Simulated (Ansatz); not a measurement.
Take Bi in the A7 type structure (space group R-3m, No. 166; a = 4.534 Å, c = 11.654 Å (hexagonal axes)) as the base.

(Cell as relaxed with PBE-D3(BJ).)

Levels (all Ansatz, a program for electronic structure, PAW, earlier PAW set): PBE-D3(BJ) (420 eV, no spin-orbit coupling); r2SCAN+rVV10 (500 eV, no SOC).

Each level relaxes its own structure.

```
quantity             PBE-D3(BJ)  r2SCAN+rVV10
-------------------  ----------  ------------
volume per atom        34.57 Å³             …
lattice parameter a     4.534 Å             …
lattice parameter c    11.654 Å             …
band gap                   zero             …
```

Question: What does r2SCAN+rVV10 give?

Answer: 
- volume per atom, r2SCAN+rVV10: 35.49 Å³
- lattice parameter a, r2SCAN+rVV10: 4.522 Å
- lattice parameter c, r2SCAN+rVV10: 12.028 Å
- band gap, r2SCAN+rVV10: zero

PBE-D3(BJ)'s volume per atom lies 0.92 Å³ below r2SCAN+rVV10's (2.6 %); PBE-D3(BJ)'s lattice parameter a lies 0.012 Å above r2SCAN+rVV10's (0.3 %); PBE-D3(BJ)'s lattice parameter c lies 0.374 Å below r2SCAN+rVV10's (3.1 %); the two agree on the band gap. Neither level is exact; r2SCAN+rVV10 is the comparison here, not a measurement.

With Bi present, leaving out spin-orbit coupling can change the band edges. Stability against distortions was not tested.
